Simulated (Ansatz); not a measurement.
# CaSe: energy against volume

CaSe (rock salt, Fm-3m, 26.436 Å³/atom and stress up to 0.01 GPa in the relaxed cell, cube axes along x, y and z) under an equal strain ε along all three axes. PBE in Ansatz, a plane-wave DFT program (PAW, default set), 420 eV, 10×10×10 Γ-centred mesh, Fermi-Dirac smearing 0.05 eV; ions are relaxed, or left where forces stay under 0.02 eV/Å, within the symmetry of each cell.

Here V stands for volume and E for E less E0.

```csv
volume (Å³/atom),E less E0 (meV/atom),pressure (GPa)
24.8814,15.18,3.29
25.2642,8.41,2.39
25.6509,3.69,1.54
26.0415,0.91,0.75
26.4361,0.00,0.00
26.8346,0.86,-0.69
27.2371,3.43,-1.34
27.6436,7.60,-1.95
28.0542,13.33,-2.51
28.8874,?,?
```

**Question.** Using the third-order Birch-Murnaghan form, a cubic in V^(-2/3), estimate the missing E at V = 28.8874 from the other rows, showing the fit.

**Answer.** With u = V^(-2/3) - 0.1127, the rows have u = 0.0046321, 0.0034439, 0.0022736, 0.0011211, -0.0000144, -0.0011328, -0.0022346, -0.0033202, -0.0043901. Least squares gives E = -0.001 + 29.3·u + 699699·u² + 316634·u³. Residuals (row less fit): 0.001, -0.002, 0.004, -0.002, 0.001, -0.003, 0.006, -0.003, 0.001; standard error 0.004 (degrees of freedom: 5). Its minimum lies at u = -0.0000209, so V0 = (0.1126791)^(-3/2) = 26.44. There d²E/du² = 1399000 and d³E/du³ = 1900000, so B0 = (4/9) × 26.44^(-7/3) × 1399000 × 0.160218 = 47.9 GPa (the last factor turns the table's units into GPa), and B0' = 4 + (2/3) × 0.1126791 × (1900000)/1399000 = 4.1. B0' rests on the cubic coefficient alone and has a standard error of 0.1 from these residuals. At the withheld row, u = -0.0064829, so E = -0.001 + 29.3 × (-0.0064829) + 699699 × (-0.0064829)² + 316634 × (-0.0064829)³ = 29.130 meV/atom. The calculation gives 29.12 meV/atom, 0.010 meV/atom below the prediction (0.0 % of the range of E in the table). The row lies outside the fitted rows, so this is an extrapolation. The scatter of the fitted rows lies at the last printed digit.

Other structures, which can take over under pressure, weren't tried. The same form fitted to the pressure column gives B0' = 4.1; series where the two differ by over 0.4 aren't shown. Rows are the converged runs of the series near zero and its far end, less any whose ions stayed unrelaxed beside relaxed ones; series whose fitted rows scatter by over a few per cent of the range, as at a crossing or softening among them, aren't shown in this form.
